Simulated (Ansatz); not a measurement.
Functionals compared on the (322) surface of silicon in its 1x1 cell, relaxed from an ideal cut (the real face may reconstruct), outermost plane spacing 0.33 Å in the ideal cut, in Ansatz (plane waves, PAW). The structure was relaxed with PBE; the other rows are single points on it, each with its references at the same level. Cutoff 420 eV (500 eV for r2SCAN).

Model: 36-atom slab, 11.6 Å thick at the start, 7x2x1 mesh, Fermi-Dirac 0.025 eV, dipole correction, all atoms relaxed; symmetry of the start imposed; no spin (no spin-polarised run to compare, though such a face may carry moments), no spin-orbit, no U. The slab shows no gap on its mesh. These notes are the PBE run's.

```
functional  surface energy (J/m²)  work function of the top face (eV)  ionisation potential (eV)         rough cost of the single point
----------  ---------------------  ----------------------------------  -------------------------  -------------------------------------
PBE                          1.59                                4.84                       4.89                                      –
LDA                             ?                                   ?                          ?               roughly 120 core-seconds
PBEsol                       1.68                                4.89                       4.89          very roughly 110 core-seconds
RPBE                         1.50                                4.78                       4.84          very roughly 110 core-seconds
r2SCAN                       1.81                                4.96                       5.09  about 4 core-minutes (a rough figure)
```

Problem. Complete the blanks.

Solution. 
- LDA, surface energy (J/m²): 1.75
- LDA, work function of the top face (eV): 5.02
- LDA, ionisation potential (eV): 5.02

Ansatz is a quantum-chemistry and plane-wave program.
